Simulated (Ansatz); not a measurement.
# What isotropic strain +0.64 % does to AlNi

Base system: AlNi in the CsCl type structure (space group Pm-3m, No. 221; a = 2.8931 Å; not spin-polarised; relaxed with 0.1 eV smearing).

Modification: every lattice vector is stretched by 0.64 %; the atoms relax in the strained cell.

All numbers come from PBE (Ansatz, a program for electronic structure, PAW, without spin-orbit coupling), earlier PAW set. Γ-centred 20×20×20 mesh, Fermi–Dirac width 0.1 eV.

| quantity | base | changed | shift |
|---|---|---|---|
| volume per atom | 12.11 Å³ | 12.34 Å³ | +0.23 Å³ |
| shortest interatomic distance | 2.506 Å | 2.522 Å | +0.016 Å |
| energy relative to the base (free energy F) | 0 meV/atom | +2.2 meV/atom | +2.2 meV/atom |
| pressure | 0.0 GPa | -2.9 GPa | -2.9 GPa |
| band gap | zero | zero | – |

Final structure:

```
AlNi
1.0
    2.91165     0.00000     0.00000
    0.00000     2.91165     0.00000
    0.00000     0.00000     2.91165
Al Ni
1 1
Cartesian
  0.00000   0.00000   0.00000
  1.45583   1.45583   1.45583
```

Cost of the whole job for the changed cell (relaxation, final SCF and bands): about 17 core-seconds (a rough figure).

Whether these cells are dynamically stable was not tested. Starting moments died away, wholly or in part, for the base; another magnetic solution may exist. The final runs are not spin-polarised.
